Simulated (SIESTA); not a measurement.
Worked example: self-consistent single point of P (Cmce, 4 atoms in the cell) in SIESTA.

Level of theory: GGA PBEsol, numerical atomic orbitals TZP, PseudoDojo PBEsol standard norm-conserving potentials (rewritten from UPF to PSML) run with SIESTA.

```
CELL_PARAMETERS angstrom
      1.64758    -5.46449     0.00000
      1.64758     5.46449     0.00000
      0.00000     0.00000     4.54319
ATOMIC_POSITIONS crystal
  P  0.40414 0.59586 0.91118
  P  0.59586 0.40414 0.08882
  P  0.09586 0.90414 0.41118
  P  0.90414 0.09586 0.58882
```

Reference input (self-consistent single point, DFT, GGA PBE, numerical atomic orbitals TZP, PseudoDojo PBE standard norm-conserving potentials (rewritten from UPF to PSML)): XC.functional = GGA; XC.authors = PBE; potentials = PseudoDojo PBE standard; PAO.BasisSize = TZP; PAO.EnergyShift = 0.01 Ry; MeshCutoff = 400 Ry; kgrid.MonkhorstPack = 8 8 6; OccupationFunction = MP; OccupationMPOrder = 0; ElectronicTemperature = 136 meV; MaxSCFIterations = 150; SCF.Mixer.Method = Pulay. This run's input differs from it in these lines:

```diff
@@ -1,2 +1,2 @@
-# files in the folder: P.psml (PseudoDojo PBE standard)
+# files in the folder: P.psml (PseudoDojo PBEsol standard)
 SystemName  P
@@ -24,3 +24,3 @@
 XC.functional                GGA
-XC.authors                   PBE
+XC.authors                   PBEsol
 PAO.BasisSize                TZP
```

Output, abridged:

```
        iscf     Eharris(eV)        E_KS(eV)     FreeEng(eV)     dDmax    Ef(eV) dHmax(eV)
   scf:    1     -751.341166     -752.362432     -752.362830  1.245622 -3.456330  0.605987
   scf:    2     -752.586124     -752.497628     -752.498049  0.021543 -3.470110  0.242678
   scf:    3     -752.524446     -752.514937     -752.515393  0.010931 -3.485595  0.072331
   scf:    4     -752.518453     -752.516966     -752.517448  0.003511 -3.495432  0.012813
   scf:    5     -752.517248     -752.517118     -752.517615  0.001222 -3.498148  0.001635
   scf:    6     -752.517118     -752.517118     -752.517619  0.000198 -3.498053  0.000639
   scf:    7     -752.517118     -752.517119     -752.517619  0.000103 -3.497784  0.000133
   scf:    8     -752.517119     -752.517119     -752.517619  0.000011 -3.497842  0.000005
   scf:    9     -752.517119     -752.517119     -752.517619  0.000002 -3.497842  0.000003
SCF Convergence by DM+H criterion
max |DM_out - DM_in|         :     0.0000016651
max |H_out - H_in|      (eV) :     0.0000030721
SCF cycle converged after 9 iterations

Using DM_out to compute the final energy and forces

siesta: E_KS(eV) =             -752.5171

siesta: E_KS - E_eggbox =      -752.5171

siesta: Atomic forces (eV/Ang):
     1   -0.000000    0.265887    0.525613
     2   -0.000000   -0.265887   -0.525613
     3    0.000000   -0.265887    0.525613
     4   -0.000000    0.265887   -0.525613
   Tot   -0.000000    0.000000    0.000000
   Max    0.525613
   Res    0.340081    sqrt( Sum f_i^2 / 3N )
   Max    0.525613    constrained

Stress tensor Voigt[x,y,z,yz,xz,xy] (kbar):        4.32       -0.78        0.28        0.00       -0.00       -0.00
(Free)E + p*V (eV/cell)     -752.5826
   [... lines left out ...]
siesta: FreeEng =      -752.517619
siesta: Cell volume =         81.806328 Ang**3
siesta:          -1.27202433          0.37364204  kBar
   [... lines left out ...]
   4  5.000   1.046  -0.155   0.656   0.834   0.775   0.579   0.041   0.071
              0.147   0.240   0.195   0.187   0.059   0.068   0.061   0.108

              0.087

mulliken: Qtot =       20.000

Mulliken Atomic Populations:
Atom #   charge [q] valence [e]  Species
     1     0.000000    5.000000  P
     2     0.000000    5.000000  P
     3    -0.000000    5.000000  P
     4    -0.000000    5.000000  P
 Total    -0.000000
```

The run converged in 9 iterations. Against the reference run the pressure goes from 2.63 to -0.13 GPa, the largest force goes from 0.634 to 0.589 eV/Å and the gap on the mesh goes from 0.142 to 0.062 eV.

The starting cell comes from a database of computed structures (which also holds hypothetical and non-ambient phases and stackings), without a prior relaxation at this level. Its lattice was rescaled by a random factor within 2.5 % of one. Values carry the incompleteness of an atom-centred basis.

Cost on one core of a shared machine: roughly 50 s.
